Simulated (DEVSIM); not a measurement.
System: abrupt InP p-n junction, at 250 K.

```tsv
layer (left to right)	material	thickness (μm)	Nd (cm⁻³)	Na (cm⁻³)	τn (s)	τp (s)
1	InP	24.0	-	1.1e17	8.9e-10	8.9e-10
2	InP	0.920	2.6e16	-	8.9e-10	8.9e-10
```

Left contact: ohmic. Right contact: ohmic. Voltage is applied to the left contact. Recombination: SRH at mid-gap, radiative, Auger. Mobility is constant in doping.

This is a model device: material constants are rounded textbook-type values typed into the input, and sizes, dopings and lifetimes were drawn at random. Values at 300 K; Nc and Nv go as T^1.5, mobilities as T to minus their exponent, the gap by Varshni's rule with the affinity fixed.

```csv
parameter,InP
gap (eV),1.344
affinity (eV),4.38
permittivity,12.5
Nc (cm⁻³),5.7e17
Nv (cm⁻³),1.1e19
μn (cm²/Vs),5200
μp (cm²/Vs),170
T exponent of μn,2
T exponent of μp,2
B (cm³/s),1.2e-10
Cn (cm⁶/s),9e-31
Cp (cm⁶/s),9e-31
Varshni α (eV/K),0.000363
Varshni β (K),162
```

Simulated with DEVSIM: 1D drift-diffusion, Boltzmann statistics, complete ionisation; no tunnelling, impact ionisation, image-force lowering or self-heating.

The temperature was swept, all else fixed.

| temperature (K) | dark forward voltage at 1 A/cm² (V) | dark forward voltage at 100 A/cm² (V) | largest field in the device at zero bias (V/cm) | potential step across the device at zero bias (V) |
|---|---|---|---|---|
| 250 | 1.024 | 1.181 | 84000 | 1.206 |
| 300 | 0.929 | 1.130 | 82000 | 1.145 |
| 350 | 0.832 | 1.080 | 79000 | 1.082 |
| 400 | 0.732 | 1.033 | 76000 | 1.016 |
| 450 | 0.630 | 0.989 | 73000 | 0.949 |
| 500 | 0.527 | 0.947 | 70000 | 0.880 |

From the first row to the last the dark forward voltage at 1 A/cm² goes from 1.024 to 0.527. From the first row to the last the dark forward voltage at 100 A/cm² goes from 1.181 to 0.947.
